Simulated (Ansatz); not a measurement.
**Worked example: self-consistent single point of NbH (I4mm, 2 atoms in the cell) in Ansatz (an electronic-structure program)**

Computed with PBEsol, default PAW files made with PBE (plane waves; Ansatz).

The input file:

Ansatz 0.2 input:
```yaml
# NbH
crystal:
  lattice:
    - [-1.59893000, 1.59893000, 1.97437800]
    - [1.59893000, -1.59893000, 1.97437800]
    - [1.59893000, 1.59893000, -1.97437800]
  atoms:
    - { symbol: Nb, position_ang: [-0.00000000, 0.00000000, 0.04999915] }
    - { symbol: H, position_ang: [0.00000000, 0.00000000, 1.97437800] }
basis:
  ecutwfc: 30.9 Ry
kpoints:
  mp_grid:
    grid: [14, 14, 14]
hamiltonian:
  xc: pbesol
  pseudopotentials:
    kind: paw
scf:
  occupations:
    method: fermi_dirac
    width: 0.0073 Ry
output:
  forces: true
  eigenvalues: true
  stress: true
```

Output (repeated stretches shortened):

```
WARN ansatz: RAYON_NUM_THREADS=1 ignored (pool sized by the plan → 1); use --threads N
Pseudopotentials: kind: paw
Pseudopotential: Nb, paw, valence charge 13
Pseudopotential: H, paw, valence charge 1
Crystal: 2 atoms, lattice volume = 20.191 Å³
Basis set: ecut = 420.4159175005146 eV, 379 PW (Γ), exchange–correlation on 48×48×48 points (8 copies of the dense FFT grid, shifted against one another)
Bands: 11, of which v1, the nominal top of the filled ones, is band 7 counted from 1 (6 counted from 0)
Symmetry: 8 space group operations
Space group: I4mm (ITA 107), of the structure as read, at distance tolerance 2.7e-5 Å
k-points: 244 of 2744 (time reversal used)
PAW frozen core: Nb, regenerated for the run's functional, and the local potential with it
Initial density: superposition of atomic densities (neutral atoms: chi_scale 0, normalization atom), corrected by the library's trained network
Initial wavefunctions: pseudopotential atomic-orbital guess
Eigensolver: davidson
Functional: x = pbesol(κ = 0.804, μ = 0.12345679012345678), c = pbesol(β = 0.046)
SCF iter   1: F=—  HF=-4511.488489 eV  |F-HF|=—  |Δ(HF+E_count)|=         —  Δρ=7.11e-3  dr2=5.67e-3  ethr=1.77e-3  ⟨swp⟩=5.0  Hψ=14453  notcnv=0
all-band conjugate gradients solve this SCF's bands
preconditioner: auto → none
SCF iter   2: F=—  HF=-4511.487712 eV  |F-HF|=—  |Δ(HF+E_count)|=   7.76e-4  Δρ=4.05e-3  dr2=1.95e-3  ethr=4.05e-5  ⟨swp⟩=1.2  Hψ=4723  notcnv=0
SCF iter   3: F=—  HF=-4511.487236 eV  |F-HF|=—  |Δ(HF+E_count)|=   4.76e-4  Δρ=3.96e-4  dr2=1.95e-5  ethr=1.39e-5  ⟨swp⟩=1.9  Hψ=2908  notcnv=0
SCF iter   4: F=—  HF=-4511.487233 eV  |F-HF|=—  |Δ(HF+E_count)|=   3.81e-6  Δρ=1.13e-4  dr2=2.29e-6  ethr=1.39e-7  ⟨swp⟩=2.0  Hψ=4399  notcnv=0
SCF iter   5: F=—  HF=-4511.487232 eV  |F-HF|=—  |Δ(HF+E_count)|=   4.88e-7  Δρ=4.11e-5  dr2=1.56e-7  ethr=1.64e-8  ⟨swp⟩=2.2  Hψ=3509  notcnv=0
SCF iter   6: F=-4511.487232 eV  HF=-4511.487232 eV  |F-HF|=1.40e-8  |Δ(HF+E_count)|=   1.28e-8  Δρ=1.61e-5  dr2=2.37e-8  ethr=7.14e-10  ⟨swp⟩=4.0  Hψ=7903  notcnv=0
SCF 1 converged in 6 iterations: F = -4511.487232 eV  dr2 = 2.37e-8
SCF converged after 6 iterations
Free energy (F): -4511.487232 eV
Harris-Foulkes:  -4511.487232 eV  (|F-HF|=1.40e-8)
Internal energy: -4511.451410 eV  (E = F + TS)
E sigma→0 (E₀):  -4511.469321 eV
Entropy (-TS):   -0.035822 eV (-17.911 meV/atom)
Fermi energy:    17.084173 eV
--- Per-component energies (eV) ---
  E_band       = -77.843017
  E_kinetic    = 408.523616
  E_local      = -718.996345  (includes V_loc(G=0)·N_el)
  E_nonlocal   = 122.471327
  E_hartree    = 221.946318
  E_xc         = -183.760946
  E_vxc        = -224.630230  (∫ρ·V_xc dr)
  E_paw        = -3018.094282  (= ΣΔE_a)
  E_vpaw       = -109.099716  (= ΣTr[D̂ρ^β])
  E_aug_tail   = -0.001137  (compensation charges beyond the density's cutoff)
  E_ewald      = -1343.728669
  E_core_change = 0.188709  (= ΣΔE_core)
  E_smearing   = -0.035822  (= −TS)
  E_closure    = 0.000000  (closes the sum)
  Σ components = -4511.487232   (vs F -4511.487232, Δ=0.00e0)
--- Forces (eV/Å), atoms counted from 1 ---
  atom   1  Nb    -0.00000000    -0.00000000    -0.46166420
  atom   2  H      0.00000000     0.00000000     0.46165574
  max |Σ_I F_I| component: 8.46e-6 eV/Å
--- Stress (GPa, compression-positive) ---
       -4.967673      -0.000000       0.000000
       -0.000000      -4.967673      -0.000000
        0.000000      -0.000000      -4.068862
  P = ⅓ Tr σ = -4.6681 GPa (-46.681 kbar)
  The stress holds the Pulay correction. Without it, at fixed plane waves, as pw.x and ABINIT print it: P = -4.7729 GPa
--- Band table (eV; the first three rows and the last of 244) ---
  k-point 0: bands = ["-37.9046", "-13.5153", "-13.4621", "-13.4621", "7.4395", "16.3713", "16.3713", "17.7555", "18.0304", "18.9357", "27.1713"]
  k-point 1: bands = ["-37.8956", "-13.5352", "-13.5139", "-13.4708", "7.6172", "16.1919", "16.5438", "17.8241", "17.8354", "18.8082", "26.6705"]
  k-point 2: bands = ["-37.8704", "-13.6560", "-13.5902", "-13.4951", "8.0904", "15.7327", "17.0371", "17.1028", "18.0797", "18.8515", "26.2951"]
  k-point 243: bands = ["-37.6538", "-14.4166", "-13.9656", "-13.9656", "8.8761", "13.3711", "20.8223", "20.8511", "21.4894", "21.4894", "24.7922"]
```

The run converged in 6 iterations.

The starting cell comes from a database of computed structures (which also holds hypothetical and non-ambient phases and stackings), without a prior relaxation at this level. Its lattice was rescaled by up to half a per cent. One atom was moved a little off its site on purpose. Spin polarisation is off. With a pressure of about -5 GPa the cell is away from its equilibrium volume at this level. Ansatz's pressure includes its estimate of the finite-basis (Pulay) stress.
